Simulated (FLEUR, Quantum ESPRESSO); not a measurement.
## EuPtO₃ (Pm-3m, 5 atoms in the cell) computed with different codes at matched settings

Self-consistent single point, at a second geometry (lattice scaled by 0.98). First geometry:

```yaml
crystal:
  lattice:
    - [4.04350, 0.00000, 0.00000]
    - [0.00000, 4.04350, 0.00000]
    - [0.00000, 0.00000, 4.04350]
  atoms:
    - { symbol: Eu, position: [0.50000, 0.50000, 0.50000], spin: 7.0 }
    - { symbol: Pt, position: [0.00000, 0.00000, 0.00000] }
    - { symbol: O, position: [0.00000, 0.00000, 0.50000] }
    - { symbol: O, position: [0.50000, 0.00000, 0.00000] }
    - { symbol: O, position: [0.00000, 0.50000, 0.00000] }
```
(The spins are starting values, not results.)

Shared settings, as Quantum ESPRESSO writes them: occupations = smearing; smearing = gaussian; degauss = 0.0147 Ry; nspin = 2; K_POINTS = automatic 8 8 8 0 0 0. Potentials and cutoffs stand in the table.

```tsv
code	model	size of the net moment (μB/atom)	cutoff
Quantum ESPRESSO	PBEsol, SSSP 1.1.2 efficiency (PBE) pseudopotentials	1.29	55 Ry
FLEUR	PBEsol, all-electron FLAPW (FLEUR), scalar-relativistic valence	1.30	Kmax 4.6 1/bohr
```

On Quantum ESPRESSO's run: spin-orbit coupling is off. With one magnetic atom in the cell only a parallel order is possible. With U or open f shells several self-consistent states can exist. The f electrons are in the valence without U or exact exchange, which can misplace them near the Fermi level. Spin-orbit terms, which matter for f shells, are left out.

The spread over the programs that give each value: size of the net moment within 0.01 μB/atom.

FLEUR treats all electrons, but the usual bases taken here (sphere radii, linearisation, local orbitals, empty states) were not tested for convergence, so the values are no reference for the others.

The starting cell comes from a database of computed structures (which also holds hypothetical and non-ambient phases and stackings), without a prior relaxation at this level. Its lattice was rescaled by a random factor within 2.5 % of one. For this run, on top of that: lattice scaled by 0.98.

Left out of this page: Ansatz (with a known weakness of the program).
